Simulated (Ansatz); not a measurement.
The parent structure is CsGeI3 (space group R3m, No. 160; a = 8.4460 Å, c = 10.8472 Å (hexagonal axes)).

Calculations: r2SCAN (Ansatz, a quantum-chemistry and plane-wave program; PAW; 500 eV plane waves; scalar-relativistic without spin-orbit coupling), earlier PAW set.

Before the change:

The band gap is 1.16 eV, the width of the top valence band comes out as 1.66 eV and the volume per atom is 44.67 Å³. The hole mass comes out as 0.13 mₑ along k, 0.22 mₑ across (at T).

It is then changed as follows: Si takes the place of Ge on all its sites; the structure is relaxed again.

Task: How does this affect the band gap, width of the top valence band, volume per atom and hole mass?

Result: The band gap falls by 0.43 eV to 0.73 eV; the width of the top valence band grows by 0.675 eV (1.66 eV → 2.33 eV); the volume per atom shrinks by 1.168 Å³ to 43.51 Å³; the hole mass becomes 0.086 mₑ along k, 0.14 mₑ across (at T) (base: 0.13 mₑ along k, 0.22 mₑ across (at T)).

Spin-orbit coupling, missing from the scalar runs, can matter with I. Effective masses come from finite differences of ±0.01 Å⁻¹. Along k means along the line from Γ to the band edge. Stability against distortions was not tested. For CsSiI3 in this form, whether it has been made was not checked. The base started in Cm and relaxed to R3m at this level.
